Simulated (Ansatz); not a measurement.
Results of LDA (Ansatz, a quantum-chemistry and plane-wave program, plane waves, PAW) for LiB (model structure, Fd-3m, No. 227, 4 atoms in the cell).

Settings: plane-wave cutoff 520 eV, 14×14×14 k mesh, Fermi–Dirac smearing 0.01 eV, scalar-relativistic PAW data made under PBE.

Cell (relaxed at this level):

Space group Fd-3m, origin choice 1 (No. 227); a = 4.735 Å, b = 4.735 Å, c = 4.735 Å, α = 90.00°, β = 90.00°, γ = 90.00°

| atom | site | symmetry | x | y | z |
|---|---|---|---|---|---|
| Li | 8b | -43m | 0.5000 | 0.5000 | 0.5000 |
| B | 8a | -43m | 0.0000 | 0.0000 | 0.0000 |
(The calculation used a cell of 4 atoms; values per cell refer to that cell.)

Q: What does this level give for the band gap and bulk modulus?

A: 
- band gap: 1.41 eV (on the SCF k mesh)
- bulk modulus: 142 GPa

Note: the bulk modulus is −V dP/dV from two relaxed cells at ±2 % in volume; the relaxation could raise the start's symmetry but not lower it, so the cell can be a saddle point.

Static lattice: no zero-point or thermal effects.

A model structure was made by putting elements into a prototype or built by hand; it is no filed structure, need not be a known phase, and can be a saddle point held by its symmetry.
